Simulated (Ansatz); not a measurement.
Consider WSe$_{2}$ in the 2H-MoS2 type structure (space group P6_3/mmc, No. 194; a = 3.2995 Å, c = 13.1475 Å; layered, stacked along the Cartesian z axis). Axes: x lies along a and z along c of the hexagonal cell.

Computed with r2SCAN+rVV10 (Ansatz, an electronic-structure program, PAW, spin-orbit coupling left out), earlier PAW set.

Strains are applied to the cell and any free atomic positions relax; under biaxial strain the out-of-plane vector relaxes too; under stress the whole cell relaxes.

One change was made to it. Results:

The smallest direct gap rises by 0.03 eV (1.61 eV → 1.64 eV); the hole mass goes from 0.96 mₑ along c, 0.77 mₑ across (at Γ) to 0.82 mₑ along x, 0.76 mₑ along y, 0.94 mₑ along z (at Γ).

Q: Which change produced these results?
(A) biaxial strain +2.46 %, plane normal [001], relaxed out of plane
(B) uniaxial stress, 1 GPa compression along x
(C) uniaxial strain ε_xx = −1.62 %

A: B, uniaxial stress, 1 GPa compression along x. For comparison, the smallest direct gap in the other runs: biaxial strain +2.46 %, plane normal [001], relaxed out of plane gives 1.33 eV; uniaxial strain ε_xx = −1.62 % gives 1.72 eV.

With W present, leaving out spin-orbit coupling can change the band edges. Masses are band curvatures over ±0.01 Å⁻¹ around the edge. Beyond what the load breaks, stability against distortions was not tested.
